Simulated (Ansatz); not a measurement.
## SnO2 (model structure, started from the brookite type, Pbca, No. 61, 24 atoms in the cell)

Computed with r²SCAN+rVV10 (Ansatz, a first-principles code, PAW).

Settings: plane-wave cutoff 560 eV, 6×4×6 k mesh (along the axes of the cell as run), Fermi–Dirac smearing 0.01 eV, scalar-relativistic PAW data made under PBE.

Cell (relaxed at this level):

```xyz
24
Lattice="5.4665 0.0000 0.0000 0.0000 9.6105 0.0000 0.0000 0.0000 5.7258" Properties=species:S:1:pos:R:3 pbc="T T T"
Sn     0.7705     1.2501     5.1367
Sn     3.5038     3.5551     0.5891
Sn     1.9627     8.3603     2.2738
Sn     4.6960     6.0554     3.4520
Sn     4.6960     8.3603     0.5891
Sn     1.9627     6.0554     5.1367
Sn     3.5038     1.2501     3.4520
Sn     0.7705     3.5551     2.2738
O      4.5247     0.1273     4.8309
O      1.7914     4.6780     0.8948
O      3.6751     9.4832     1.9681
O      0.9418     4.9325     3.7577
O      0.9418     9.4832     0.8948
O      3.6751     4.9325     4.8309
O      1.7914     0.1273     3.7577
O      4.5247     4.6780     1.9681
O      2.5606     2.2587     5.0308
O      5.2939     2.5466     0.6950
O      0.1726     7.3518     2.1679
O      2.9059     7.0639     3.5579
O      2.9059     7.3518     0.6950
O      0.1726     7.0639     5.0308
O      5.2939     2.2587     3.5579
O      2.5606     2.5466     2.1679
```

```
Quantity                        Value
--------  ---------------------------
band gap  2.07 eV (on the SCF k mesh)
```

Note: the relaxation could raise the start's symmetry but not lower it, so the cell can be a saddle point.

Spin–orbit coupling is not included.

Computed values are for the static lattice.

Cost on a shared machine: very roughly 18 core-minutes.

A model structure was made by putting elements into a prototype or built by hand; it is no filed structure, need not be a known phase, and can be a saddle point held by its symmetry.
